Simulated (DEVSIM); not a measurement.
Device: Schottky contact on p-type GaAs, at 300 K.

Layer 1 from the left is GaAs, thickness (μm) 0.920, Na (cm⁻³) 1.7e16, τn (s) 8.8e-8, τp (s) 8.8e-8.

Left contact: Schottky, work function 4.454 eV, emission velocity 2.5e6 cm/s. Right contact: ohmic. Voltage is applied to the left contact. Recombination: SRH at mid-gap, radiative. Mobility is constant in doping.

Constants are typed, rounded textbook-type inputs, not results; the design itself was drawn at random and stands for no fabricated device. Values at 300 K.

GaAs: gap (eV) 1.424, affinity (eV) 4.07, permittivity 12.9, Nc (cm⁻³) 4.7e17, Nv (cm⁻³) 9e18, μn (cm²/Vs) 8500, μp (cm²/Vs) 400, B (cm³/s) 2e-10.

Simulated with DEVSIM: 1D drift-diffusion, Boltzmann statistics, complete ionisation; no tunnelling, impact ionisation, image-force lowering or self-heating. Metal contacts follow the ideal Schottky-Mott rule: no Fermi-level pinning, no interface dipoles.

Dark forward current:

| |V| (V) | |J| (A/cm²) |
|---|---|
| 0.05 | 7.139e-11 |
| 0.10 | 5.369e-10 |
| 0.15 | 3.682e-9 |
| 0.20 | 2.519e-8 |
| 0.25 | 1.728e-7 |
| 0.30 | 1.188e-6 |
| 0.35 | 8.166e-6 |
| 0.40 | 5.610e-5 |
| 0.45 | 0.0003850 |
| 0.50 | 0.002638 |
| 0.55 | 0.01803 |
| 0.60 | 0.1227 |
| 0.65 | 0.8288 |
| 0.70 | 5.467 |
| 0.75 | 32.92 |
| 0.80 | 147.4 |
| 0.85 | 411.5 |
| 0.90 | 796.3 |
| 0.95 | 1252 |
| 1.00 | 1747 |
| 1.05 | 2269 |

**Question.** Work out the local ideality factor n = ΔV / (kT/q · ln(J2/J1)) between the rows 0.15 and 0.20 V, 0.25 and 0.30 V, 1.00 and 1.05 V.

**Answer.** kT/q = 25.85 mV. From 0.15 to 0.20 V: ln(2.519e-8/3.682e-9) = 1.923, n = 1.01, near the 1 of diffusion or emission over a barrier. From 0.25 to 0.30 V: ln(1.188e-6/1.728e-7) = 1.928, n = 1.00, near the 1 of diffusion or emission over a barrier. From 1.00 to 1.05 V: ln(2269/1747) = 0.261, n = 7.40; the layers' resistance at their doping, Σ W/(qμN) = 8.4e-5 Ω cm², would take 44 mV of this step of 50 mV.

**Question.** Estimate the current at 0.40 V for emission alone, J0 = q v N_band exp(−φB/kT), and read the barrier back from the simulated current.

**Answer.** φB = 1.040 eV, N_band = 9.00e18 cm⁻³, J0 = 1.21e-11 A/cm²; J = J0 (exp(qV/kT) − 1) = 6.38e-5 A/cm². The simulation gives 5.61e-5 A/cm²; the estimate lies 14 % above. Read backwards, the simulated current gives an apparent barrier of 1.043 eV. The estimate leaves out transport through the depletion region and minority injection.
